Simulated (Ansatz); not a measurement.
Cost and result by functional for the adsorption energy of CO on the 1x1 (111) surface of fcc Ir, one in a 2x2 cell, started at the site 'top Ir', in Ansatz (plane waves, PAW). Single points on the PBE structure, on one kind of machine; costs are rough ratios of the slab run's core time (references not counted) to the cheapest single point. r2SCAN's cost holds its higher cutoff (500 against 420 eV). Differences are taken against r2SCAN for comparison alone: no measured value is at hand, so the table doesn't rank accuracy.

Slab: 18 atoms, 6.6 Å thick at the start under the adsorbate (thin: gaps and levels are the slab's own); k 6x6x1, smearing 0.1 eV, dipole-corrected; 8 atoms held, the rest relaxed; held to the start's symmetry, so lower structures may exist; no spin, no spin-orbit, no U, no dispersion correction. At the end it is bonded to Ir. In PBE it is, or lies within 0.03 eV of, the lowest of the starts that converged. These notes are the PBE run's. Adsorption energies are against CO(g). A negative adsorption energy means that the adsorbate is more stable on the surface than in its reference.

```
functional                     relative cost  adsorption energy (eV)  less r2SCAN (eV)
-----------------------------  -------------  ----------------------  ----------------
RPBE                                       1                   -1.66              0.45
r2SCAN                                     2                   -2.11              0.00
PBE (the relaxed run's value)              –                   -1.94              0.17
```

The values span 0.45 eV, while the single points' costs differ by a factor of roughly 2. Differences are of unrounded values.

Ansatz is a program for electronic structure.
